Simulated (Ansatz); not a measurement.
Take Sb in the A7 type structure (space group R-3m, No. 166; layered) as the base.

Sb is taken in the trigonal space group R-3m, hexagonal axes (No. 166), Pearson symbol hR2. Cell: a = b = 4.3279 Å, c = 11.3443 Å, α = β = 90.00°, γ = 120.00°. Sb on 6c is coordinated by 3 Sb at 2.920 Å and 3 Sb at 3.377 Å (octahedral). (Neighbours: up to the widest gap in distance over summed covalent radii, below 1.35, at either atom.)
(The calculation used a cell of 2 atoms; values per cell refer to that cell.)

Calculations: r2SCAN+rVV10 (Ansatz, a quantum-chemistry and plane-wave program; PAW; 500 eV plane waves; without spin-orbit coupling).

Before the change:

The c/a ratio is 2.621 and the lattice parameter a is 4.328 Å.

Perturbation: cell and atoms relaxed at a pressure of 7.5 GPa.

Q: What does the calculation give for the c/a ratio after the change?

A: The c/a ratio decreases by 0.133 to 2.488.

Q: Estimate the effect on the lattice parameter a.

A: The lattice parameter a shrinks by 0.125 Å to 4.203 Å.

With Sb present, leaving out spin-orbit coupling can change the band edges. Load acts through the strain it causes; cell and atoms are relaxed under it. Stability against distortions was not tested. No other phases were tried under pressure.
